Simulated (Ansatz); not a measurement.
## L1₀ (CuAu-type) TiAl

Calculation: LDA (Ansatz, a first-principles code, PAW).

Run with plane-wave cutoff 500 eV, 20×20×14 k mesh (along the axes of the cell as run), Fermi–Dirac smearing 0.1 eV, no spin polarisation, scalar-relativistic PAW data made under PBE.

Cell (relaxed at this level):

Space group P4/mmm (No. 123); a = b = 2.766 Å, c = 4.002 Å, α = β = γ = 90.00°

```
atom  site  symmetry       x       y       z
----  ----  --------  ------  ------  ------
Ti      1a     4/mmm  0.0000  0.0000  0.0000
Al      1d     4/mmm  0.5000  0.5000  0.5000
```

| Item | Value |
|---|---|
| equilibrium volume per atom | 15.31 Å³/atom |
| equilibrium lattice constant a | 2.766 Å |
| lattice parameter c | 4.002 Å |

Measured, for comparison: lattice constant a 2.826 Å (temperature not stated, no zero-point or thermal correction, P4/mmm two-atom cell, a_fct/√2; as tabulated in Zope and Mishin (2003), arXiv:cond-mat/0306298); lattice parameter c 4.077 Å (temperature not stated, no zero-point or thermal correction; as tabulated in Zope and Mishin (2003), arXiv:cond-mat/0306298). Computed (rounded) less measured: lattice constant a -2.1 %, lattice parameter c -1.8 %. A static lattice is as a rule a little smaller and stiffer than an uncorrected measurement, which narrows the difference in the lattice parameter c and would widen misses of the other sign.

The computed numbers hold no vibrational or temperature effects.

The result took about 90 core-seconds (a rough figure).
